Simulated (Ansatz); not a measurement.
The starting structures come from a database of crystals and need not be the phases stable at ambient conditions.

 Where the default PAW files enter, the runs use the earlier of Ansatz's two default sets.

The decay constant κ of evanescent states in the gap governs leakage through a thin film.

Given:

```xyz
4
Lattice="4.3135 0.0000 0.0000 2.1567 7.7596 0.0000 2.1568 0.5995 3.6872" Properties=species:S:1:pos:R:3 pbc="T T T"
Rb     0.0000     0.0000     0.0000
La     4.3135     4.1795     1.8436
S      6.4702     5.8845     2.8280
S      2.1567     2.4746     0.8592
```

Space group of this cell: R-3m. The cell is taken as given.

Transport runs along the normal of the first two printed cell vectors, the (101) plane of the conventional cell.

The gap is the functional's own. No spin-orbit coupling. Mid-gap values are interpolated on the energy grid.

Problem. Predict the band gap and the smallest decay constant κ at mid-gap from r2SCAN in Ansatz (a program for electronic structure).

Solution. Gap 3.00 eV on a 8×8×8 mesh; κ = 0.289 1/Å, at the zone centre.
